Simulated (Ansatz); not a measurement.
The parent structure is GaP in the zinc blende structure (space group F-43m, No. 216; a = 5.451 Å). Axes: x, y, z lie along the cube axes.

Level of theory: r2SCAN/PAW in Ansatz (a program for electronic structure), without spin-orbit coupling.

One thing is altered: a pure shear with ε_xy = ε_yx = 0.0086; the atoms relax in the strained cell.

Task: Predict the stress tensor and what it implies for the stiffness.

Result: Stress of the strained cell less that of the base (GPa, compression positive):
```
   0.02   -1.26    0.00
  -1.26    0.02    0.00
   0.00    0.00    0.00
```

Then −Δσ/γ with γ = 2ε = 0.0172 gives relaxed-ion elastic constants: C66 ≈ 73 GPa.

Stability against distortions was not tested.
